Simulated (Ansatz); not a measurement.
This Ansatz (a quantum-chemistry and plane-wave program) input is the reference run, ZnCu$_{2}$SnS$_{4}$ (space group I-4, No. 82), computed with plane-wave PAW DFT at the PBEsol level (Ansatz, 420 eV), scalar-relativistic without spin-orbit coupling:

Ansatz 0.2 input:
```yaml
crystal:
  lattice:
    - [-2.6868603424, 2.6868603424, 5.3774098436]
    - [2.6868603424, -2.6868603424, 5.3774098436]
    - [2.6868603424, 2.6868603424, -5.3774098436]
  atoms:
    - { symbol: Cu, position: [0, 0, 0] }
    - { symbol: Cu, position: [0.75, 0.25, 0.5] }
    - { symbol: Zn, position: [0.25, 0.75, 0.5] }
    - { symbol: Sn, position: [0.5, 0.5, 0] }
    - { symbol: S, position: [0.370359782, 0.8985436529, 0.0090461004] }
    - { symbol: S, position: [0.1014563471, 0.1105024475, 0.4718161291] }
    - { symbol: S, position: [0.8894975525, 0.3613136816, 0.9909538996] }
    - { symbol: S, position: [0.6386863184, 0.629640218, 0.5281838709] }
basis: { ecutwfc: 420, ecutrho_ratio: 4, xc_grid: 2, fft_grid_basis: typed }
kpoints: { mp_grid: { grid: [9, 9, 9] } }
hamiltonian:
  xc: pbesol
  dispersion: none
  pseudopotentials: { kind: paw }
scf: { occupations: { method: fermi_dirac, width: 0.05 }, convergence: { dr2_threshold: 0.0000000008 } }
output: { forces: true, stress: true }
checkpoint: { write: state.ck, write_every: 1000 }
```

Write the input for this change: tensile biaxial strain of 2.25 % in the plane normal to [001], as in epitaxy on a mismatched substrate; the out-of-plane cell vector and the atoms relax.


Ansatz 0.2 input:
```yaml
crystal:
  lattice:
    - [5.4946294002, 0, 0]
    - [0, 5.4946294002, 0]
    - [2.7473147001, -2.7473147001, 5.3169139829]
  atoms:
    - { symbol: Cu, position: [0, 0, 0] }
    - { symbol: Cu, position: [0.25, 0.25, 0.5] }
    - { symbol: Zn, position: [0.75, 0.75, 0.5] }
    - { symbol: Sn, position: [0.5, 0.5, 0] }
    - { symbol: S, position: [0.1105024475, 0.3613136816, 0.2598573345] }
    - { symbol: S, position: [0.3613136816, 0.629640218, 0.7401426655] }
    - { symbol: S, position: [0.629640218, 0.8985436529, 0.2598573345] }
    - { symbol: S, position: [0.8985436529, 0.1105024475, 0.7401426655] }
basis: { ecutwfc: 420, ecutrho_ratio: 4, xc_grid: 2, fft_grid_basis: typed }
kpoints: { mp_grid: { grid: [9, 9, 9] } }
hamiltonian:
  xc: pbesol
  dispersion: none
  pseudopotentials: { kind: paw }
scf: { occupations: { method: fermi_dirac, width: 0.05 } }
relax: { f_tol: 0.005, max_steps: 50, cell: { stress_tol: 0.01, fix: [a, b, gamma] } }
output: { forces: true, stress: true }
checkpoint: { write: state.ck, write_every: 1000 }
```
This is the input that was run; other choices of cell and start would serve too.

No phonon test of stability was made. The final runs are not spin-polarised.
